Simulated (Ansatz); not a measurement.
Base system: C in the diamond structure (space group Fd-3m, No. 227).

C has the cubic space group Fd-3m, origin choice 1 (No. 227), the diamond structure, Pearson symbol cF8. Conventional cell: a = 3.572 Å, b = 3.572 Å, c = 3.572 Å, α = 90.00°, β = 90.00°, γ = 90.00°. C on 8b has 4 C at 1.547 Å (tetrahedral). (Neighbours: up to the widest gap in distance over summed covalent radii, below 1.35, at either atom.)
(The calculation used a cell of 2 atoms; values per cell refer to that cell.)

The values are results of DFT with PBE, PAW potentials and a 420 eV plane-wave cutoff in Ansatz (a program for electronic structure), scalar-relativistic without spin-orbit coupling, not measurements.

Base values:

The band gap is 4.13 eV and the smallest direct gap is 5.58 eV. The hole mass comes out as 0.30, 0.30, 0.51 mₑ (at Γ).

Now apply this change: the cell is scaled by 0.9800 in all directions, atoms relaxed at fixed cell.

Problem. What happens to the band gap?

Solution. The band gap goes up by 0.14 eV, from 4.13 eV to 4.27 eV.

Problem. Estimate the effect on the smallest direct gap.

Solution. The smallest direct gap grows by 0.17 eV, from 5.58 eV to 5.75 eV.

Problem. What does the calculation give for the hole mass after the change?

Solution. The hole mass (degenerate bands, along [100]) goes from 0.30, 0.30, 0.51 mₑ (at Γ) to 0.28, 0.28, 0.54 mₑ (at Γ).

Problem. What happens to the energy relative to the base?

Solution. The energy goes up by 29 meV/atom.

The cells carry an imposed strain or load. Masses are band curvatures over ±0.01 Å⁻¹ around the edge. No phonon test of stability was made.
